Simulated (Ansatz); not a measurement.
Input:

```
CELL_PARAMETERS angstrom
      0.00000     2.83797     2.83797
      2.83797     0.00000     2.83797
      2.83797     2.83797     0.00000
ATOMIC_POSITIONS crystal
  Ge 0.50000 0.50000 0.50000
  Ge 0.75000 0.75000 0.75000
```

All values below come from PBEsol, rigid bands (plane waves, PAW, scalar-relativistic; Ansatz, an electronic-structure program). How the cell was made: cell and atoms relaxed with PBEsol.

Question: Is this a good metal at this level?

Answer: No. No gap shows, but r2SCAN opens one on the same cell, so the missing gap may be the functional's error (that test had no spin-orbit coupling). N(E_F) = 0.0076 states/eV a cell at 300 K and the Drude plasma energy along the best axis is 0.22 eV, several times under that of a simple or noble metal.

Spin-orbit coupling is left out; it can open or close a small gap.
